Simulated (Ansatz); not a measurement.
Consider Mn$_{3}$SiN in the anti-perovskite structure (space group Pm-3m, No. 221; a = 3.7191 Å; ferromagnetic; a hypothetical phase, not in the database extracts checked).

(Cell as relaxed with PBE.)

Levels (all Ansatz, an electronic-structure program, PAW): PBE (420 eV, no spin-orbit coupling); PBEsol (420 eV, scalar-relativistic without spin-orbit coupling).

Each level relaxes its own structure.

| base | PBE | PBEsol |
|---|---|---|
| volume per atom | 10.29 Å³ | 9.94 Å³ |
| lattice parameter a | 3.719 Å | 3.677 Å |
| band gap | zero | zero |
| largest site moment | 0.63 μB | 0.56 μB |

Perturbation: a hydrostatic pressure of 7.5 GPa.

```csv
quantity,PBE,PBEsol
largest site moment,0.58 μB,___
magnetic state,ferromagnetic,___
lattice parameter a,3.685 Å,___
```

### Question
Given the PBE results, estimate those of PBEsol.

### Answer

- largest site moment, PBEsol: 0.52 μB
- magnetic state, PBEsol: ferromagnetic
- lattice parameter a, PBEsol: 3.646 Å

PBE's largest site moment lies 0.06 μB above PBEsol's; PBE's lattice parameter a lies 0.039 Å above PBEsol's (1.1 %); the two agree on the magnetic state. Neither level is exact; PBEsol is the comparison here, not a measurement.

The magnetic state is the one reached from the starting moments; the real material's order can differ, and small cells can't hold many antiferromagnetic ones. Load acts through the strain it causes; cell and atoms are relaxed under it. Stability against distortions was not tested. No other phases were tried under pressure.
